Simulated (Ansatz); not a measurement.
Base system: InAs in the zinc blende structure (space group F-43m, No. 216; a = 6.0873 Å). Axes: x, y, z lie along the cube axes.

Level of theory: PBEsol (Ansatz, an electronic-structure program; PAW; 420 eV plane waves; no spin-orbit coupling).

Strains are applied to the cell and any free atomic positions relax; under biaxial strain the out-of-plane vector relaxes too.

One change was made to it. Results:

The volume per atom increases by 0.98 Å³, from 28.20 Å³ to 29.18 Å³; the energy grows by 12 meV/atom; the pressure (mean of the normal stresses, compression positive) goes from zero to -1.8 GPa.

### Question
Which of these changes matches the shifts?
A) biaxial strain −2.08 %, plane normal [111], relaxed out of plane
B) biaxial strain +2.50 %, plane normal [111], relaxed out of plane
C) biaxial strain +1.25 %, plane normal [111], relaxed out of plane
D) biaxial strain −2.50 %, plane normal [111], relaxed out of plane

### Answer
B, biaxial strain +2.50 %, plane normal [111], relaxed out of plane. For comparison, the pressure in the other runs: biaxial strain −2.08 %, plane normal [111], relaxed out of plane gives 1.7 GPa; biaxial strain −2.50 %, plane normal [111], relaxed out of plane gives 2.1 GPa; biaxial strain +1.25 %, plane normal [111], relaxed out of plane gives -0.9 GPa.

The mesh was chosen for an insulator and is coarse for the gapless case. Stability against distortions was not tested. All final runs are without spin polarisation. Gaps under 0.05 eV, about the width of the smearing, are given as zero.
